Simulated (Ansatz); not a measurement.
# Cu₂Te (model structure, started from the cuprite type, Pn-3m, No. 224, 6 atoms in the cell)

Method: PBEsol (Ansatz, a first-principles code, PAW).

Settings: plane-wave cutoff 500 eV, 8×8×8 k mesh, Fermi–Dirac smearing 0.05 eV, no spin polarisation, scalar-relativistic PAW data made under PBE.

Cell (relaxed at this level):

```
Cu2Te
1.0
    5.54777     0.00000     0.00000
    0.00000     5.54777     0.00000
    0.00000     0.00000     5.54777
Cu Te
4 2
Cartesian
  4.16083   4.16083   4.16083
  4.16083   1.38694   1.38694
  1.38694   4.16083   1.38694
  1.38694   1.38694   4.16083
  0.00000   0.00000   0.00000
  2.77389   2.77389   2.77389
```

```
Item                           Result
--------  ---------------------------
band gap  1.99 eV (on the SCF k mesh)
```

Note: the relaxation could raise the start's symmetry but not lower it, so the cell can be a saddle point.

Spin–orbit coupling is not included; with these elements it can move the gap by several tenths of an eV or more.

Static lattice: no zero-point or thermal effects.

A model structure was made by putting elements into a prototype or built by hand; it is no filed structure, need not be a known phase, and can be a saddle point held by its symmetry.
